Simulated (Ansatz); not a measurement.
# What biaxial strain +3.00 %, plane normal [001], relaxed out of plane does to Pd

Take Pd in the fcc (Cu type) structure (space group Fm-3m, No. 225; a = 3.910 Å; relaxed with 0.1 eV smearing) as the base. Axes: x, y, z lie along the cube axes.

Perturbation: biaxial strain +3.00 %, plane normal [001], relaxed out of plane (Cartesian); in-plane vectors clamped, the third vector and the atoms free.

All numbers come from r2SCAN, PAW, 500 eV (Ansatz, an electronic-structure program; spin-orbit coupling left out). Γ-centred 29×29×29 mesh, Fermi–Dirac width 0.1 eV.

```csv
quantity,base,changed,shift
volume per atom,14.95 Å³,15.11 Å³,+0.166 Å³
space group,Fm-3m (No. 225),I4/mmm (No. 139),–
shortest interatomic distance,5.225 bohr,5.185 bohr,-0.040 bohr
energy relative to the base (free energy F),0 meV/atom,+8.1 meV/atom,+8.1 meV/atom
"pressure (mean of the normal stresses, compression positive)",0.0 GPa,-1.7 GPa,-1.7 GPa
band gap,zero,zero,–
out-of-plane strain,–,-4.69 %,–
ratio −ε⊥/ε∥,–,1.56,–
mean in-plane stress (compression positive),–,-2.6 GPa,–
```

Final structure (turned so that z lies along the plane normal):

```xyz
1
Lattice="2.8480 0.0000 0.0000 0.0000 2.8480 0.0000 1.4240 -1.4240 1.8635" Properties=species:S:1:pos:R:3 pbc="T T T"
Pd     0.0000     0.0000     0.0000
```

No phonon test of stability was made. All final runs are without spin polarisation. Pd has a high density of states at the Fermi level and may be magnetic at this level.
